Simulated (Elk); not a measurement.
Input and output of a self-consistent single point for Ag (Fm-3m, 1 atom in the cell) (Elk).

Method: PBE, all-electron FP-LAPW, Elk's shipped species files, APW+lo basis with extra local orbitals in Elk 10.2.4.

```yaml
crystal:
  lattice:
    - [0.00000, 2.05523, 2.05523]
    - [2.05523, 0.00000, 2.05523]
    - [2.05523, 2.05523, 0.00000]
  atoms:
    - { symbol: Ag, position: [0.00000, 0.00000, 0.00000] }
```

Reference input (self-consistent single point, DFT, PBE, all-electron FP-LAPW, Elk's shipped species files, APW+lo basis with extra local orbitals): xctype = 20; rgkmax = 8; swidth = 0.00367493 Ha; ngridk = 10 10 10; gmaxvr = 16 1/bohr; nxlo = 2; lorbcnd = true; rmtscf = 0.99; lmaxi = 3; maxscl = 100. This run's input differs from it in these lines:

```diff
@@ -7,3 +7,3 @@
 rgkmax
-  8.0
+  6.2
```

Log, with long lists cut:

```
│ Self-consistent loop started │
│ Loop number : 1 │
 total energy                :     -5314.02713733
│ Loop number : 2 │
 total energy                :     -5314.24799820
RMS change in Kohn-Sham potential (target) :   0.1293820848     (  0.1000000000E-05)
Absolute change in total energy (target)   :   0.2208608723     (  0.1000000000E-03)
│ Loop number : 3 │
 total energy                :     -5314.57781960
RMS change in Kohn-Sham potential (target) :   0.1218985867     (  0.1000000000E-05)
Absolute change in total energy (target)   :   0.3850366168     (  0.1000000000E-03)
│ Loop number : 4 │
   [... lines left out ...]
Absolute change in total energy (target)   :   0.5028667365E-03 (  0.1000000000E-03)
│ Loop number : 20 │
 total energy                :     -5317.35977518
RMS change in Kohn-Sham potential (target) :   0.1066922088E-06 (  0.1000000000E-05)
Absolute change in total energy (target)   :   0.1243706292E-03 (  0.1000000000E-03)
│ Loop number : 21 │
 total energy                :     -5317.35977887
RMS change in Kohn-Sham potential (target) :   0.6837921368E-08 (  0.1000000000E-05)
Absolute change in total energy (target)   :   0.3477828250E-04 (  0.1000000000E-03)
Convergence targets achieved

│ Loop number : 22 │

Energies :
 Fermi                       :     0.213715604549
 total energy                :     -5317.35977842

Density of states at Fermi energy :    10.08241351
 (states/Hartree/unit cell)

Estimated indirect band gap :   0.1175953818E-01
 from k-point     34 to k-point     37
Estimated direct band gap   :   0.1081114780
 at k-point     11

Charges :
 core                        :    28.00000000
 valence                     :    19.00000000
 interstitial                :    1.125248033
 muffin-tins (core leakage)
  species :    1 (Ag)
   atom    1                 :    45.87475197     (  0.1690896312E-08)
 total in muffin-tins        :    45.87475197
 total calculated charge     :    46.99935654
 total charge                :    47.00000000
 error                       :   0.6434640789E-03

│ Self-consistent loop stopped │
```

The run converged in 22 iterations. The count includes the last loop, which Elk runs after its targets are met. Against the reference run the free energy goes up by 849 meV/atom.

The starting cell has typed, rounded lattice constants, without a prior relaxation at this level. Its lattice was rescaled by up to half a per cent. Values depend on the basis (sphere radii, cutoffs, local orbitals), which need not be converged. The log's line on a gap gives a spacing of levels on this mesh, which the program prints for metals too.
